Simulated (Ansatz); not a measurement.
An Ansatz (a program for electronic structure) input (PBEsol, PAW, 420 eV (Ansatz; no spin-orbit coupling)):

Ansatz 0.2 input:
```yaml
crystal:
  lattice:
    - [0, 2.2826970037, 2.2826970037]
    - [2.2826970037, 0, 2.2826970037]
    - [2.2826970037, 2.2826970037, 0]
  atoms:
    - { symbol: B, position: [0, 0, 0] }
    - { symbol: P, position: [0.25, 0.25, 0.25] }
basis: { ecutwfc: 420, ecutrho_ratio: 4, xc_grid: 2, fft_grid_basis: typed }
kpoints: { mp_grid: { grid: [13, 13, 13] } }
hamiltonian:
  xc: pbesol
  dispersion: none
  pseudopotentials: { kind: paw }
scf: { occupations: { method: fermi_dirac, width: 0.05 }, convergence: { dr2_threshold: 0.0000000002 } }
relax: { f_tol: 0.005, max_steps: 50 }
output: { forces: true, stress: true }
checkpoint: { write: state.ck, write_every: 1000 }
```

Question: Which symmetry and how many k-points will the program report, and about how many plane waves at Γ?

Answer: Space group F-43m (ITA 216) with 24 operations, k-points 84 of 2197, and 459 plane waves at Γ.

Question: And the final pressure?

Answer: -4.79 GPa (compression positive).

The cells carry an imposed strain or load. Whether these cells are dynamically stable was not tested. The cell was made from BP in the zinc blende structure (space group F-43m, No. 216) by this change: isotropic strain +1.00 %.
